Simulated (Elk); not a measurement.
Elk run on Ga3P (I4/mmm, 4 atoms in the cell): self-consistent single point.

Method: PBEsol, spin-orbit coupling in second variation, all-electron FP-LAPW, Elk's shipped species files, default APW+lo basis (Elk).

```
CELL_PARAMETERS angstrom
     -1.88304     1.88304     5.19306
      1.88304    -1.88304     5.19306
      1.88304     1.88304    -5.19306
ATOMIC_POSITIONS crystal
  Ga 0.75000 0.25000 0.50000
  Ga 0.25000 0.75000 0.50000
  Ga 0.50000 0.50000 0.00000
  P  0.00000 0.00000 0.00000
```

Reference input (self-consistent single point, DFT, PBEsol, all-electron FP-LAPW, Elk's shipped species files, default APW+lo basis): xctype = 22; rgkmax = 7; stype = 3; swidth = 0.00367493 Ha; ngridk = 8 8 8; rmtscf = 0.98. This run's input differs from it in these lines:

```diff
@@ -6,2 +6,5 @@
 
+spinorb
+  .true.
+
 rgkmax
@@ -11,2 +14,8 @@
   0.98
+
+lmaxi
+  3
+
+nempty
+  10
```

Output, abridged:

```
│ Self-consistent loop started │
│ Loop number : 1 │
 total energy                :     -6170.87681121
 total moment                :   0.3027075349E-20  0.1426137305E-22 -0.7345232905E-23
│ Loop number : 2 │
 total energy                :     -6171.01002795
 total moment                :  -0.8103202140E-21  0.2293311884E-22  0.2869853418E-23
RMS change in Kohn-Sham potential (target) :   0.1560955412     (  0.1000000000E-05)
Absolute change in total energy (target)   :   0.1332167494     (  0.1000000000E-03)
│ Loop number : 3 │
 total energy                :     -6170.81422720
   [... lines left out ...]
 total energy                :     -6169.62344815
 total moment                :  -0.8110045030E-21  0.3362518387E-24  0.2071089785E-22
RMS change in Kohn-Sham potential (target) :   0.4698255610E-06 (  0.1000000000E-05)
Absolute change in total energy (target)   :   0.1616412537E-03 (  0.1000000000E-03)
│ Loop number : 14 │
 total energy                :     -6169.62343386
 total moment                :  -0.7245463021E-21 -0.7060679150E-23 -0.4442553385E-22
RMS change in Kohn-Sham potential (target) :   0.1217690805E-06 (  0.1000000000E-05)
Absolute change in total energy (target)   :   0.5470024189E-04 (  0.1000000000E-03)
Convergence targets achieved

│ Loop number : 15 │

Energies :
 Fermi                       :     0.226846543934
 xc effective B-field        :    -0.142533224980E-10
 external B-field            :      0.00000000000
 total energy                :     -6169.62343546
 (external B-field energy excluded from total)

Density of states at Fermi energy :    39.23294923
 (states/Hartree/unit cell)

Estimated indirect band gap :   0.1990142502E-02
 from k-point     38 to k-point     10
Estimated direct band gap   :   0.1402639599E-01
 at k-point     59

Charges :
 core                        :    64.00000000
 valence                     :    44.00000000
 interstitial                :    6.533812433
 muffin-tins (core leakage)
  species :    1 (Ga)
   atom    1                 :    29.49352566     (  0.9760836401E-03)
   [... lines left out ...]
   atom    3                 :  -0.2638379983E-23  0.5875568106E-23  0.2378259285E-23
  species :    2 (P)
   atom    1                 :   0.5029901937E-26  0.1646139736E-23  0.6968797639E-24
 total in muffin-tins        :   0.1408293315E-19 -0.2864819734E-23  0.4994911131E-22
 total moment                :   0.1407976921E-19 -0.1153688654E-22  0.5007698841E-22

│ Self-consistent loop stopped │
```

The run converged in 15 iterations. The count includes the last loop, which Elk runs after its targets are met. 

The starting cell comes from a database of computed structures (which also holds hypothetical and non-ambient phases and stackings), without a prior relaxation at this level. Values depend on the basis (sphere radii, cutoffs, local orbitals), which need not be converged. The run gives no clean gap (levels at the Fermi energy touch, overlap or are partly filled at this smearing), which alone does not show that the compound is a metal. The log's line on a gap gives a spacing of levels on this mesh, which the program prints for metals too.

Cost on one core of a shared machine: roughly 2 min.
